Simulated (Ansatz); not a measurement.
Consider a 12-atom supercell of Ca in the fcc (Cu type) structure (space group Fm-3m, No. 225; a = 5.5686 Å) at its relaxed geometry.

Method: r2SCAN/PAW in Ansatz (a program for electronic structure), scalar-relativistic without spin-orbit coupling, earlier PAW set.

Before the change:

- Mean distance from the defect site to its nearest host atoms: 394 pm
- Pressure: 0.0 GPa

Modification: one Ca atom is replaced by Sc, atoms relaxed at fixed cell, starting from a slightly rattled geometry.

Tabulated Pauling electronegativity and covalent radius: Ca 1.00, 1.76 Å; Sc 1.36, 1.70 Å.

Problem. What does the calculation give for the mean distance from the defect site to its nearest host atoms after the change?

Solution. The mean distance from the defect site to its nearest host atoms decreases by 6 pm, from 394 pm to 388 pm.

Problem. Predict the new pressure.

Solution. The pressure goes from zero to -0.9 GPa.

Problem. Predict the new largest displacement of a host atom from its site in the perfect cell.

Solution. The largest displacement of a host atom from its site in the perfect cell comes out as 0.09 Å.

The cell is small, so the values are those of an ordered compound at a high defect concentration; dilute-limit values will differ. The final runs are not spin-polarised. The defect cell is not spin-polarised.
